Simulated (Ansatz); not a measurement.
## BSiCN (model structure, started from the AlSiCN type, R3m, No. 160, 4 atoms in the cell)

All values below come from LDA (PAW; Ansatz, an electronic-structure program).

Run with plane-wave cutoff 520 eV, 22×22×22 k mesh, Fermi–Dirac smearing 0.05 eV, scalar-relativistic PAW data made under PBE.

Cell (relaxed at this level):

```yaml
crystal:
  lattice:
    - [1.40629, 0.81192, 4.60275]
    - [-1.40629, 0.81192, 4.60275]
    - [0.00000, -1.62385, 4.60274]
  atoms:
    - { symbol: B, position: [0.99475, 0.99475, 0.99475] }
    - { symbol: N, position: [0.11855, 0.11855, 0.11855] }
    - { symbol: Si, position: [0.50405, 0.50405, 0.50405] }
    - { symbol: C, position: [0.63268, 0.63268, 0.63268] }
```

For BSiCN (model structure, started from the AlSiCN type, R3m, No. 160, 4 atoms in the cell), the band gap is 0.17 eV (on the SCF k mesh) and the Γ–Γ gap is 3.31 eV. The bulk modulus B0 is 280 GPa.

Note: the bulk modulus is −V dP/dV from two relaxed cells at ±2 % in volume; the relaxation could raise the start's symmetry but not lower it, so the cell can be a saddle point.

Static lattice: no zero-point or thermal effects.

Computing time: around 10 core-minutes (rough).

A model structure was made by putting elements into a prototype or built by hand; it is no filed structure, need not be a known phase, and can be a saddle point held by its symmetry.
